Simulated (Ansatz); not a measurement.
**Short convergence ladders for a (001) slab of FeGe (cut from a parent of space group no. 191; 12 atoms in the cell)**

```yaml
crystal:
  lattice:
    - [4.97261, 0.00000, 0.00000]
    - [-2.48631, 4.30641, 0.00000]
    - [0.00000, 0.00000, 20.14279]
  atoms:
    - { symbol: Fe, position: [0.50000, 0.00000, 0.44917], spin: 4.0 }
    - { symbol: Fe, position: [0.50000, 0.50000, 0.44917], spin: 4.0 }
    - { symbol: Fe, position: [0.00000, 0.50000, 0.44917], spin: 4.0 }
    - { symbol: Ge, position: [0.00000, 0.00000, 0.44917] }
    - { symbol: Ge, position: [0.33333, 0.66667, 0.34752] }
    - { symbol: Ge, position: [0.66667, 0.33333, 0.34752] }
    - { symbol: Fe, position: [0.50000, 0.00000, 0.65248], spin: 4.0 }
    - { symbol: Fe, position: [0.50000, 0.50000, 0.65248], spin: 4.0 }
    - { symbol: Fe, position: [0.00000, 0.50000, 0.65248], spin: 4.0 }
    - { symbol: Ge, position: [0.00000, 0.00000, 0.65248] }
    - { symbol: Ge, position: [0.33333, 0.66667, 0.55083] }
    - { symbol: Ge, position: [0.66667, 0.33333, 0.55083] }
```
(The spins are starting values, not results.)

Base method: LDA (PW92), default PAW files made with PBE (plane waves; Ansatz, a quantum-chemistry and plane-wave program).

Base settings: basis.ecutwfc = 30.9 Ry; kpoints.mp_grid.grid = 4 4 1; hamiltonian.xc = lda; hamiltonian.pseudopotentials = {kind: paw} (the program's default PAW files); magnetization.spin_polarized = true; scf.occupations.method = fermi_dirac; scf.occupations.width = 0.0073 Ry.

The count of work is k-points × plane waves × bands × iterations; it is no time. Core times come from one kind of shared machine, to one figure; runs under 30 s give none.

**The vacuum**

The mesh stays at the base's, so the ladder's end is converged at best in this setting alone.

Only quantities that move along the ladder and can be compared are tabulated.

These are the values that this program gave, and no reference: magnetic slabs can end in a higher state.

| vacuum between outermost atoms (Å) | free energy less the last step's (meV/atom) | largest difference of a force vector from the last step's (eV/Å) | net moment (μB/atom) | count of work / last | core time / last (rough) |
|---|---|---|---|---|---|
| 3.0 | -132.61 | 0.871 | 0.681 | 0.31 | 0.2 |
| 5.0 | -8.64 | 0.068 | 0.788 | 0.34 | 0.2 |
| 7.0 | -0.70 | 0.008 | 0.789 | 0.26 | 0.2 |
| 10.0 | -0.10 | 0.003 | 0.788 | 0.57 | 0.6 |
| 14.0 | -0.04 | 0.001 | 0.788 | 0.62 | 0.6 |
| 30.0 | 0.00 | 0.000 | 0.788 | 1.0 | 1 |

Smallest vacuum between outermost atoms (Å) that holds the forces within 0.02 eV/Å of the last step, with all finer ones: 7.0, at 0.26 of the last step's count of work and about 0.2 of the last step's time; the step before is off by 0.068 eV/Å.

Smallest vacuum between outermost atoms (Å) that holds the free energy within 2 meV/atom of the last step, with all finer ones: 7.0, at 0.26 of the last step's count of work and about 0.2 of the last step's time; the step before is off by 8.6 meV/atom.

Smallest vacuum between outermost atoms (Å) that holds the net moment within 0.05 μB/atom of the last step, with all finer ones: 5.0, at 0.34 of the last step's count of work and about 0.2 of the last step's time; the step before is off by 0.11 μB/atom.

**The k-point mesh**

Only quantities that move along the ladder and can be compared are tabulated.

These are the values that this program gave, and no reference: magnetic slabs can end in a higher state.

```tsv
kpoints.mp_grid.grid	free energy less the last step's (meV/atom)	largest difference of a force vector from the last step's (eV/Å)	net moment (μB/atom)	count of work / last	core time / last (rough)
2 2 1	-3.93	0.251	0.817	0.19	0.1
4 4 1	-0.04	0.057	0.788	0.36	0.3
5 5 1	-0.22	0.029	0.781	0.33	0.3
7 7 1	-0.04	0.004	0.780	0.61	0.6
9 9 1	0.04	0.001	0.777	1.2	1
11 11 1	0.00	0.000	0.778	1.0	1
```

Coarsest kpoints.mp_grid.grid that holds the free energy within 0.5 meV/atom of the last step, with all finer ones: 4 4 1, at 0.36 of the last step's count of work and about 0.3 of the last step's time; the step before is off by 3.9 meV/atom.

Coarsest kpoints.mp_grid.grid that holds the forces within 0.02 eV/Å of the last step, with all finer ones: 7 7 1; the step before is off by 0.029 eV/Å.

Coarsest kpoints.mp_grid.grid that holds the net moment within 0.02 μB/atom of the last step, with all finer ones: 4 4 1, at 0.36 of the last step's count of work and about 0.3 of the last step's time; the step before is off by 0.039 μB/atom.

On the base run: the starting cell comes from a database of computed structures (which also holds hypothetical and non-ambient phases and stackings), without a prior relaxation at this level. The slab is cut from that crystal, and its faces are unrelaxed. Its lattice was rescaled by up to half a per cent. The magnetic order is the one reached from the typed start; others were not searched systematically. The two faces of this cut differ, and no dipole correction was used. In the base run, forces exceed 1 eV/Å.

Keys are those of Ansatz 0.2.
